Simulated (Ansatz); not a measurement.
Abridged Ansatz (a first-principles code) output:

```
Relaxation: its limit of steps is 60 (relax.max_steps)
Pseudopotential: W, paw, valence charge 14
Crystal: 1 atoms, lattice volume = 16.085 Å³
Basis set: ecut = 420 eV, 321 PW (Γ), exchange–correlation on 40×40×40 points (8 copies of the dense FFT grid, shifted against one another)
Bands: 11, of which v1, the nominal top of the filled ones, is band 7 counted from 1 (6 counted from 0)
Symmetry: 48 space group operations
k-points: 256 of 8000
Functional: x = pbe(κ = 0.804, μ = 0.2195149727645171), c = pbe(β = 0.06672455060314922)
SCF iter   1: F=—  HF=-10384.828518 eV  |F-HF|=—  |Δ(HF+E_count)|=         —  Δρ=1.58e-3  dr2=1.30e-4  ethr=1.77e-3  ⟨swp⟩=5.1  Hψ=14899  notcnv=0
SCF iter   2: F=—  HF=-10384.828300 eV  |F-HF|=—  |Δ(HF+E_count)|=   2.18e-4  Δρ=8.37e-4  dr2=3.68e-5  ethr=9.31e-7  ⟨swp⟩=2.3  Hψ=6432  notcnv=0
SCF 1 converged in 6 iterations: F = -10384.828327 eV  dr2 = 7.80e-9
relax step   1: F+E_penalty+E_count = -10384.82832717 eV  Δ(F+E_penalty+E_count) = +0.000e0 eV  max|allowed force component| = 0.000e0 eV/Å  Δτ_max = 0.0000 Å  P = +0.888 GPa  Ω = 16.085 Å³  (6 SCF iters, dr2 threshold 1.00e-7 eV, accepted)
[... steps on the carried basis left out ...]
relax step   5: F+E_penalty+E_count = -10384.82774318 eV  Δ(F+E_penalty+E_count) = +3.157e-5 eV  max|allowed force component| = 0.000e0 eV/Å  Δτ_max = 0.0000 Å  P = +2.100 GPa  Ω = 16.023 Å³  stress off target by 4.03e-4 GPa  SCF on the basis re-selected at this cell (its energy is not comparable with the rows above)  (4 SCF iters)
SCF converged after 4 iterations
Free energy (F): -10384.827743 eV
Internal energy: -10384.825036 eV  (E = F + TS)
E sigma→0 (E₀):  -10384.826390 eV
Entropy (-TS):   -0.002707 eV (-2.707 meV/atom)
Fermi energy:    22.395667 eV
--- Forces (eV/Å), atoms counted from 1 ---
  atom   1  W     -0.00000000    -0.00000000     0.00000000
--- Stress (GPa, compression-positive) ---
        2.100403       0.000000       0.000000
        0.000000       2.100403       0.000000
        0.000000      -0.000000       2.100403
  P = ⅓ Tr σ = 2.1004 GPa (21.004 kbar)
--- Relaxed structure (4 steps of the walk, 3 accepted, 1 SCFs on fresh bases) ---
  cell:  # Å, volume = 16.0230 Å³
    - [-1.5881607362406325, 1.5881607362406325, 1.5881607362406325]
    - [1.5881607362406325, -1.5881607362406325, 1.5881607362406325]
    - [1.5881607362406325, 1.5881607362406325, -1.5881607362406325]
  atoms:
    - { symbol: W, position: [0.0, 0.0, 0.0] }
```

Problem. What was computed, and what are the main results?

Solution. W, 1 atom in the cell, with PBE (Ansatz; PAW; 420 eV plane waves; without spin-orbit coupling), from a series relaxed to a target (pressure 2.1 GPa). The last SCF converged to F = -10384.827743 eV, or -10384.8277 eV per atom, at a pressure of 2.10 GPa. The total energy compares only with runs of the same code, potentials and settings.

Load acts through the strain it causes; cell and atoms are relaxed under it. Whether these cells are dynamically stable was not tested. The final runs are not spin-polarised. The cell was made from W in the bcc (W type) structure (space group Im-3m, No. 229) by this change: pressure 2.1 GPa.

Keys are those of Ansatz 0.2.
